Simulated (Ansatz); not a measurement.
System: Ga (Cmcm, No. 63, 4 atoms in the cell; start mp-1067880; another form than the element's usual one). Method: r²SCAN (Ansatz, an electronic-structure program, plane waves, PAW).

Settings: plane-wave cutoff 560 eV, 14×14×12 k mesh (along the axes of the cell as run), Fermi–Dirac smearing 0.05 eV, scalar-relativistic PAW data made under PBE.

Cell (relaxed at this level):

```cif
data_Ga8
_chemical_formula_sum 'Ga8'
_space_group_name_H-M_alt 'Cmcm'
_space_group_IT_number 63
_space_group_name_Hall '-C 2c 2'
_cell_length_a 7.61907
_cell_length_b 4.62305
_cell_length_c 4.54924
_cell_angle_alpha 90.000
_cell_angle_beta 90.000
_cell_angle_gamma 90.000
loop_
_atom_site_label
_atom_site_type_symbol
_atom_site_symmetry_multiplicity
_atom_site_Wyckoff_symbol
_atom_site_fract_x
_atom_site_fract_y
_atom_site_fract_z
_atom_site_occupancy
Ga1 Ga 8 g 0.16302 0.16779 0.25000 1
```
(The calculation used a cell of 4 atoms; values per cell refer to that cell.)

Problem. Give the computed bulk modulus.

Solution. 
* **bulk modulus**: 56.0 GPa

The run finds no gap.

Note: the bulk modulus is −V dP/dV from two relaxed cells at ±2 % in volume; the relaxation could not lower the start's symmetry, so the cell can be a saddle point above a distorted one.

Computed values are for the static lattice.

A start named mp-… is a Materials Project structure, which need not be a measured phase.
